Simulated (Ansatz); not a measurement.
Partial pair distribution functions of a relaxed model of amorphous Hf18O39W, broadened by 0.06 Å; density 8.63 g/cm³. Level of theory: PBE, scalar-relativistic without spin-orbit coupling (plane waves to 420 eV, PAW; Ansatz, a quantum-chemistry and plane-wave program).

The cell was made by melting and quenching with the CHGNet potential and then relaxed with DFT. O atoms were pushed apart under 1.9 Å during the dynamics, to hinder bonds among them. The hot cell started wider than the set density and was brought back towards it in steps. It is the lowest in DFT energy of 2 quenches. It is a model cell: composition and starting density were chosen by hand, and all elements were melted together. No dispersion term was used. Its density started from a set value of 8.85 and ended at 8.63 g/cm³. The simulated quench (nominally 450 K/ps over its main leg) is rapid and tends to freeze in more defects than a deposited or slowly cooled glass has. Values belong to this one cell and scatter from quench to quench. Volume and shape were free in the relaxation.

```tsv
r (Å)	g Hf-O	g O-W	g Hf-Hf	g O-O
1.55	0.00	0.00	0.00	0.00
1.65	0.00	0.40	0.00	0.00
1.75	0.01	5.50	0.00	0.00
1.85	0.53	9.67	0.00	0.00
1.95	3.15	6.33	0.00	0.00
2.05	6.49	0.88	0.00	0.00
2.15	6.00	0.01	0.00	0.00
2.25	3.23	0.00	0.00	0.02
2.35	1.21	0.00	0.00	0.16
2.45	0.50	0.00	0.00	0.68
2.55	0.17	0.00	0.00	1.69
2.65	0.09	0.00	0.00	2.27
2.75	0.08	0.00	0.00	2.31
2.85	0.07	0.00	0.00	2.67
2.95	0.12	0.00	0.08	2.11
3.05	0.16	0.01	0.54	1.61
3.15	0.38	0.35	1.32	1.42
3.25	0.25	0.98	2.40	1.19
3.35	0.33	0.28	3.17	1.02
3.45	0.50	1.37	2.03	0.92
3.55	0.71	1.57	1.17	0.73
3.65	0.76	1.97	1.75	0.64
3.75	0.77	2.54	2.07	0.60
3.85	0.93	1.65	2.16	0.68
3.95	0.97	1.09	2.17	0.86
4.05	1.09	1.10	1.49	0.95
4.15	1.20	1.12	1.19	0.80
4.25	1.27	0.67	0.75	0.72
4.35	1.50	0.54	0.41	0.74
4.45	1.62	0.76	0.13	0.76
```

Within 2.64 Å each Hf has 6.11 O neighbours on average.
